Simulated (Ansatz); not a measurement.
## NiS (P6_3/mmc): resistivity and electron-phonon coupling

Input:

```yaml
crystal:
  lattice:
    - [3.40505, 0.00000, 0.00000]
    - [-1.70253, 2.94886, 0.00000]
    - [0.00000, 0.00000, 5.07562]
  atoms:
    - { symbol: Ni, position: [0.00000, 0.00000, 0.50000] }
    - { symbol: Ni, position: [0.00000, 0.00000, 0.00000] }
    - { symbol: S, position: [0.33333, 0.66667, 0.75000] }
    - { symbol: S, position: [0.66667, 0.33333, 0.25000] }
```

All values below come from PBEsol, DFPT electron-phonon coupling, linearised Boltzmann equation (plane waves, PAW, scalar-relativistic; Ansatz, a first-principles code). How the cell was made: relaxed with this functional, without spin-orbit coupling.

```json
{
  "resistivity at 300 K": "50 (x), 50 (y), 26 (z) μΩ·cm",
  "resistivity at 77 K": "8.1 (x), 8.1 (y), 4.3 (z) μΩ·cm",
  "electron mean free path at 300 K (weighted by the current that each state carries)": "3.2 nm",
  "electron-phonon coupling λ": "0.78",
  "transport coupling λ_tr": "0.83 (x), 0.83 (y), 0.96 (z)",
  "logarithmic_mean_phonon_energy": "13.8 meV",
  "density of states at the Fermi level": "1.28 states/(eV·spin·cell)",
  "drude_plasma_energy": "4.1 (x), 4.1 (y), 6.0 (z) eV"
}
```

A metal at this level (no band gap). Only scattering by harmonic phonons is included (no impurities, grain boundaries, electron-electron scattering or thermal expansion). Spin-orbit coupling is left out. The self-energy correction of the phonons between q points moved λ by 3 %. Halving the electron mesh (28x28x16) moves the resistivity by up to 9 % at 300 K, the mean free path by up to 6 %, the coupling by up to 5 %. Smearing 0.20 eV; phonons on a 5x5x3 q mesh, which this run doesn't test and which matters most at low temperature.

Formula and space group known from diffraction (Crystallography Open Database), not checked to be the room-temperature form: NiS (P6_3/mmc). Treated as nonmagnetic (a ferromagnetic start lost its moment, other orders weren't tried): NiS (P6_3/mmc).
